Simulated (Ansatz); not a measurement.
The parent structure is MgTe in the wurtzite structure (space group P6_3mc, No. 186; a = 4.609 Å, c = 7.500 Å). Axes: x lies along a and z along c of the hexagonal cell.

All numbers come from PBE/PAW in Ansatz (an electronic-structure program), no spin-orbit coupling.

Perturbation: uniaxial strain ε_zz = +2.40 %, all other strain components held at zero, atoms relaxed at fixed cell.

Task: Predict the stress tensor and what it implies for the stiffness.

Result: Stress of the strained cell less that of the base (GPa, compression positive):
```
  -0.50    0.00    0.00
   0.00   -0.50    0.00
   0.00    0.00   -1.31
```

Then −Δσ_ii/ε with ε = 0.0240 gives secant stiffness values (nonlinear terms included at this strain): C33 ≈ 54 GPa, C13 ≈ 21 GPa and C23 ≈ 21 GPa.

No phonon test of stability was made.
